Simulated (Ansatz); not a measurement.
PbS under a change: electrons 1.0×10^22 cm⁻³

Consider PbS in the rock salt structure (space group Fm-3m, No. 225; a = 5.974 Å).

Now apply this change: 0.533 electrons added to each cell, a density of 1.0×10^22 cm⁻³, with a uniform compensating background at fixed cell and a 300 K Fermi–Dirac width.

Calculations: Ansatz (an electronic-structure program) r2SCAN, spin-orbit coupling left out. Settings: 22×22×22 k-points, 0.0259 eV Fermi–Dirac smearing.

The gap between the host's bands decreases by 0.166 eV (0.69 eV → 0.53 eV) and the gap character is still direct at L. The valley order (the lowest conduction-band minima on the path, energy above the VBM, named in the base's zone) changes from L along ⟨111⟩ 0.69 eV; a point along ⟨110⟩, about 0.6 Å⁻¹ from Γ 1.58 eV to L along ⟨111⟩ 0.53 eV; a point along ⟨110⟩, about 0.6 Å⁻¹ from Γ 1.44 eV and the Fermi level relative to the doped band's edge (positive inside the band; to 0.05 eV) amounts to +1.30 eV.

Final structure:

```xyz
2
Lattice="0.0000 2.9872 2.9872 2.9872 0.0000 2.9872 2.9872 2.9872 0.0000" Properties=species:S:1:pos:R:3 pbc="T T T"
S      0.0000     0.0000     0.0000
Pb     2.9872     2.9872     2.9872
```
Cell charge -0.533143.

Carriers are added with a uniform compensating background; total energy and stress of such cells depend on the potential's zero and are not compared; many-body gap narrowing is missing at this level. Spin-orbit coupling, missing from the scalar runs, can matter with Pb. Whether these cells are dynamically stable was not tested.
